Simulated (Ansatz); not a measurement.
Pd: response to strain

Take Pd in the fcc (Cu type) structure (space group Fm-3m, No. 225; relaxed with 0.1 eV smearing) as the base.

```yaml
crystal:
  lattice:
    - [0.00000, 1.92070, 1.92070]
    - [1.92070, 0.00000, 1.92070]
    - [1.92070, 1.92070, 0.00000]
  atoms:
    - { symbol: Pd, position: [0.00000, 0.00000, 0.00000] }
```

Cartesian axes are those of the cell as printed.

Strains are applied to the cell and any free atomic positions relax; under biaxial strain the out-of-plane vector relaxes too.

Method: Kohn–Sham DFT with the LDA functional, run in Ansatz (a program for electronic structure) with PAW and 420 eV plane waves, no spin-orbit coupling.

```tsv
biaxial strain, plane normal [001], relaxed out of plane (%)	out-of-plane strain (%)
0	0.00
0.5	?
1	-1.48
1.5	-2.23
2	-2.98
2.5	-3.74
3	-4.51
```

**Question.** Fit ε⊥ = −νε + γε² (strains in %) to the rows shown and predict the withheld row.

**Answer.** Least squares on the printed values gives ν = 1.47 (the biaxial Poisson response) and γ = -0.012 (largest residual 0.00 %); this predicts -0.74 %, and the run gives -0.74 %, in agreement.

Stability against distortions was not tested. All final runs are without spin polarisation.
